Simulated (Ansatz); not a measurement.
Seebeck coefficient (μV/K, mean over directions) of n-type ZnO (P6_3mc) against carrier density, r2SCAN with spin-orbit coupling, rigid bands (Ansatz, a program for electronic structure). Computed gap 1.22 eV; densities at which minority carriers matter at this gap, or further valleys turn the trend, are left out. Conductivity mass 0.21 mₑ (harmonic mean over directions), N_c = 2.2e18 cm⁻³ at 300 K.

```
electron density  300 K  500 K
----------------  -----  -----
1e16 cm⁻³          -679   -748
1e17 cm⁻³          -481   -550
1e18 cm⁻³          -286   -353
3e18 cm⁻³          -199   -262
1e19 cm⁻³          -116   -170
3e19 cm⁻³           -64      ?
1e20 cm⁻³           -32    -53
3e20 cm⁻³           -18    -30
1e21 cm⁻³             ?    -17
```

**Question.** Fill in the missing entries.

**Answer.** 
- 3e19 cm⁻³, 500 K: -101
- 1e21 cm⁻³, 300 K: -10

Rigid bands with a gap fixed in temperature, one relaxation time for all states, no polarons or phonon drag, and whether or not such doping can be reached. Geometry: cell and atoms relaxed with PBEsol.
